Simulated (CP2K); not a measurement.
Band structure of MgSn5 (R32, 6 atoms in the cell).

```
MgSn5
1.0
    6.45835     0.00000     0.00000
    3.95596     5.10496     0.00000
    3.95596     1.93916     4.72232
Mg Sn
1 5
Direct
  0.50000   0.50000   0.50000
  0.66053   0.33947   0.00000
  0.00000   0.66053   0.33947
  0.33947   0.00000   0.66053
  0.16639   0.16639   0.16639
  0.83361   0.83361   0.83361
```

Computed with PBEsol, GPW, DZVP-MOLOPT-SR-GTH basis, GTH-PBE potentials (GTH_POTENTIALS) (CP2K 2026.2).

Settings: CUTOFF = 1000 Ry; REL_CUTOFF = 50 Ry; SMEAR/METHOD = FERMI_DIRAC; ELECTRONIC_TEMPERATURE = 1160.45 K; KPOINTS/SCHEME = MONKHORST-PACK 4 4 4; GAMMA_CENTERED = T; XC_FUNCTIONAL = PBE:PBESOL; Mg/BASIS_SET = DZVP-MOLOPT-SR-GTH-q10; Mg/POTENTIAL = GTH-PBE-q10; Sn/BASIS_SET = DZVP-MOLOPT-SR-GTH-q4; Sn/POTENTIAL = GTH-PBE-q4; METHOD = GPW; EPS_DEFAULT = 1e-10; EXTRAPOLATION = USE_GUESS.

The starting cell comes from a database of computed structures (which also holds hypothetical and non-ambient phases and stackings), without a prior relaxation at this level. Its lattice was rescaled by a random factor within 2.5 % of one. Values carry the incompleteness of an atom-centred basis. The potentials were made for another functional than the one used.

Levels in eV from the Fermi level, bands 12 to 17:
```json
[
 {"point": "Γ", "12": "-2.72", "13": "-2.72", "14": "-2.33", "15": "-2.04", "16": "-2.04", "17": "-0.63"},
 {"point": "L", "12": "-3.41", "13": "-1.76", "14": "-1.58", "15": "0.52", "16": "0.53", "17": "1.44"},
 {"point": "Z", "12": "-3.05", "13": "-1.17", "14": "-1.03", "15": "-1.03", "16": "-0.39", "17": "0.32"},
 {"point": "F", "12": "-1.29", "13": "-0.68", "14": "0.10", "15": "0.15", "16": "0.91", "17": "0.97"},
 {"point": "P1", "12": "-1.97", "13": "-1.14", "14": "-0.49", "15": "0.43", "16": "0.73", "17": "1.77"},
 {"point": "P", "12": "-1.97", "13": "-1.14", "14": "-0.49", "15": "0.43", "16": "0.73", "17": "1.77"}
]
```

Bands cross the Fermi level along this path, so the cell is metallic at this level.

Higher empty bands are left out: an atom-centred basis made for the valence describes them poorly.
